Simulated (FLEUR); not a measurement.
Worked example: self-consistent single point of Bi (R-3m, 2 atoms in the cell) in FLEUR.

Method: PBE, all-electron FLAPW (FLEUR), scalar-relativistic valence.

The change in words: lattice scaled by 0.98. Reference geometry:
```yaml
crystal:
  lattice:
    - [4.16582, -2.27500, 0.00000]
    - [4.16582, 2.27500, 0.00000]
    - [2.92342, 0.00000, 3.73943]
  atoms:
    - { symbol: Bi, position: [0.23400, 0.23400, 0.23400] }
    - { symbol: Bi, position: [0.76600, 0.76600, 0.76600] }
```

Reference input (self-consistent single point, DFT, PBE, all-electron FLAPW (FLEUR), scalar-relativistic valence): Kmax = 3.8 1/bohr; GmaxXC = 15.2 1/bohr; xcFunctional = pbe; jspins = 1; l_soc = F; mode = hist; fermiSmearingEnergy = 0.00367493 Htr; mesh (inpgen div1-3) = 6 6 6; inpgen gamma flag = true; Gmax = 15.2 1/bohr; numbands = 0; maxIterBroyd = 15. This run's input differs from it in these lines:

```diff
@@ -3,5 +3,5 @@
 &input film=f /
-7.8722580924 -4.2991269348 -0.0000000007
-7.8722580924 4.2991269348 -0.0000000007
-5.5244574766 -0.0000000000 7.0664920197
+7.7148128906 -4.2131443005 -0.0000002728
+7.7148128906 4.2131443005 -0.0000002728
+5.4139686239 0.0000000000 6.9251618445
 1.0
@@ -43,5 +43,5 @@
          <bravaisMatrix>
-            <row-1>    7.8722580924000001    -4.2991269348000003    -0.0000000007000000</row-1>
-            <row-2>    7.8722580924000001     4.2991269348000003    -0.0000000007000000</row-2>
-            <row-3>    5.5244574766000003     0.0000000000000000     7.0664920197000001</row-3>
+            <row-1>    7.7148128906000002    -4.2131443004999998    -0.0000002728000000</row-1>
+            <row-2>    7.7148128906000002     4.2131443004999998    -0.0000002728000000</row-2>
+            <row-3>    5.4139686238999998     0.0000000000000000     6.9251618444999998</row-3>
          </bravaisMatrix>
```

Log, with long lists cut:

```
 Iteration:     1   Distance:       5.87486551 me/bohr^3
 Iteration:     2   Distance:       5.51548562 me/bohr^3
 Iteration:     3   Distance:       1.24206101 me/bohr^3
 Iteration:     4   Distance:       0.19567794 me/bohr^3
 Iteration:     5   Distance:       0.15856128 me/bohr^3
   [... 4 lines left out ...]
 Iteration:    10   Distance:       0.00039241 me/bohr^3
 Iteration:    11   Distance:       0.00019991 me/bohr^3
 Iteration:    12   Distance:       0.00001464 me/bohr^3
 Iteration:    13   Distance:       0.00000393 me/bohr^3
 Reset of history
 Run finished successfully
 Stop message:
   Structural relaxation: new displacements generated

[file out, last iteration]
             iter=     14
[...]
          total density-effective poten   -7.7233700793E+04
          total charge density-energy d   -7.9750874932E+02
 Updated energy parameters for spin:           1
[...]
 fermi energy and band-weighting factors:

[...]
FERMIE:
          first approx. to ef    (T=0)  :   0.285835 htr   (energy of the highest occ. eigenvalue)
          number of occ. states  (T=0)  :        481
          first approx. to seigv (T=0)  : -10.105111 htr
          sum of weights of occ. states :  15.013889
          sum of semicore charge        :   0.000000 e
FERHIS:  Fermi-Energy by histogram:
          bandgap                     :   0.021659 htr
   [... lines left out ...]
          charge neutrality (T=0)     :   0.027778    (zero if the highest occ. eigenvalue is "entirely" occupied)
     EF_NEWTON:  Adjust Fermi-Energy by Newton-Method.
 Direct bandgap for spin            1 :    2.4370825692298204E-002  Htr
   [... lines left out ...]
 ---->    (input%tkb*entropy) TS=              0.0003445324 htr
 ---->    free energy=                    -43163.1187638416 htr
      extrapolation for T->0
 ---->    total electron energy=          -43163.1185915754 htr
 ***** TOTAL FORCES ON ATOMS *****
 TOTAL FORCE FOR ATOM TYPE=  1  X=  4.877   Y=  0.000   Z=  1.620
                       FX_TOT= 0.006940 FY_TOT= 0.000000 FZ_TOT= 0.002306
```

The run converged in 13 iterations. FLEUR gives forces in its relaxation mode, with a further iteration, so its stop message speaks of a relaxation. Against the reference run the free energy rises by 44.4 meV/atom and the largest force goes from 0.089 to 0.376 eV/Å.

The starting cell has typed, rounded lattice constants, without a prior relaxation at this level. For this run, on top of that: lattice scaled by 0.98. Spin-orbit coupling is off. Values depend on the basis (sphere radii, cutoffs, local orbitals), which need not be converged. The log's line on a gap gives a spacing of levels on this mesh, which the program prints for metals too.

Cost on one core of a shared machine: roughly 40 s.
